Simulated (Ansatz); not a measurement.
Take HfN in the rock salt structure (space group Fm-3m, No. 225; a = 4.5257 Å; relaxed with 0.1 eV smearing) as the base.

Method: Ansatz (a first-principles code), r2SCAN, PAW, cutoff 500 eV, without spin-orbit coupling.

Strains are applied to the cell and any free atomic positions relax.

One change was made to it. Results:

```tsv
quantity	base	after
energy relative to the base (free energy F)	0 meV/atom	+9.5 meV/atom
pressure	0.0 GPa	9.1 GPa
```

Q: What was done to the base?
A) isotropic strain −1.00 %
B) isotropic strain −0.50 %
C) isotropic strain −1.50 %
D) isotropic strain −3.00 %
E) isotropic strain −2.00 %

A: A, isotropic strain −1.00 %. For comparison, the energy relative to the base in the other runs: isotropic strain −0.50 % gives +2.3 meV/atom; isotropic strain −2.00 % gives +39 meV/atom; isotropic strain −3.00 % gives +91 meV/atom; isotropic strain −1.50 % gives +22 meV/atom.

No phonon test of stability was made. All final runs are without spin polarisation. An odd electron count without spin: HfN.
